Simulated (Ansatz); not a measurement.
Ansatz (a quantum-chemistry and plane-wave program) run on a (001) slab of Ge2W (cut from a parent of space group no. 139; 6 atoms in the cell): self-consistent single point.

Level of theory: PBEsol, default PAW files made with PBE (plane waves; Ansatz).

```
CELL_PARAMETERS angstrom
      3.34120     0.00000     0.00000
      0.00000     3.34120     0.00000
      0.00000     0.00000    20.77881
ATOMIC_POSITIONS crystal
  Ge 0.00000 0.00000 0.33688
  Ge 0.50000 0.50000 0.66312
  W  0.00000 0.00000 0.59888
  Ge 0.50000 0.50000 0.53465
  Ge 0.00000 0.00000 0.46536
  W  0.50000 0.50000 0.40112
```

Reference input (self-consistent single point, DFT, PBEsol, plane waves, default PAW files made with PBE): basis.ecutwfc = 420 eV; kpoints.mp_grid.grid = 9 9 1; hamiltonian.xc = pbesol; hamiltonian.pseudopotentials = {kind: paw} (the program's default PAW files); scf.occupations.method = gaussian; scf.occupations.width = 0.1 eV. This run's input differs from it in these lines:

Ansatz 0.2 input:
```diff
@@ -13,3 +13,3 @@
 basis:
-  ecutwfc: 420.0
+  ecutwfc: 630.0
 kpoints:
```

Output, abridged:

```
SCF iter   1: F=—  HF=-37524.837079 eV  |F-HF|=—  |Δ(HF+E_count)|=         —  Δρ=4.56e-3  dr2=7.15e-1  ethr=1.77e-3  ⟨swp⟩=8.3  Hψ=3078  notcnv=0
all-band conjugate gradients solve this SCF's bands
preconditioner: auto → LDOS
SCF iter   2: F=—  HF=-37524.784606 eV  |F-HF|=—  |Δ(HF+E_count)|=   5.25e-2  Δρ=2.36e-3  dr2=2.65e-2  ethr=8.51e-4  ⟨swp⟩=2.1  Hψ=1020  notcnv=0  defer=42
   [... lines left out ...]
SCF iter   6: F=—  HF=-37524.776582 eV  |F-HF|=—  |Δ(HF+E_count)|=   1.25e-4  Δρ=4.67e-5  dr2=8.39e-6  ethr=9.14e-8  ⟨swp⟩=2.1  Hψ=1279  notcnv=0  defer=40
SCF iter   7: F=—  HF=-37524.776583 eV  |F-HF|=—  |Δ(HF+E_count)|=   1.49e-6  Δρ=1.56e-5  dr2=6.33e-7  ethr=9.98e-9  ⟨swp⟩=2.4  Hψ=1299  notcnv=0  defer=40
SCF iter   8: F=—  HF=-37524.776583 eV  |F-HF|=—  |Δ(HF+E_count)|=   8.12e-8  Δρ=6.52e-6  dr2=1.37e-7  ethr=1.19e-10  ⟨swp⟩=15.0  Hψ=4140  notcnv=0
SCF iter   9: F=-37524.776583 eV  HF=-37524.776583 eV  |F-HF|=5.08e-9  |Δ(HF+E_count)|=   2.22e-8  Δρ=1.76e-6  dr2=1.01e-8  ethr=1.19e-10  ⟨swp⟩=6.1  Hψ=2848  notcnv=0
SCF 1 converged in 9 iterations: F = -37524.776583 eV  dr2 = 1.01e-8
Free energy (F): -37524.776583 eV
Internal energy: -37524.751709 eV  (E = F + TS)
E sigma→0 (E₀):  -37524.764146 eV
Entropy (-TS):   -0.024874 eV (-4.146 meV/atom)
Fermi energy:    4.098378 eV
--- Forces (eV/Å), atoms counted from 1 ---
  atom   1  Ge     0.00000000     0.00000000    -0.01284970
  atom   2  Ge     0.00000000     0.00000000     0.01284970
  atom   3  W      0.00000000     0.00000000    -0.68596584
  atom   4  Ge     0.00000000     0.00000000     0.12933779
  atom   5  Ge     0.00000000     0.00000000    -0.12933779
  atom   6  W      0.00000000     0.00000000     0.68596584
--- Stress (GPa, compression-positive) ---
       -3.831275       0.000000       0.000000
        0.000000      -3.831275       0.000000
        0.000000       0.000000      -1.758140
  P = ⅓ Tr σ = -3.1402 GPa (-31.402 kbar)
  The stress holds the Pulay correction. Without it, at fixed plane waves, as pw.x and ABINIT print it: P = -3.1416 GPa
```

The run converged in 9 iterations. Against the reference run the free energy goes down by 1.1 meV/atom and the largest force stays at 0.686 eV/Å.

The starting cell comes from a database of computed structures (which also holds hypothetical and non-ambient phases and stackings), without a prior relaxation at this level. The slab is cut from that crystal, and its faces are unrelaxed. Its lattice was rescaled by up to half a per cent. Spin-orbit coupling is off. Spin polarisation is off.
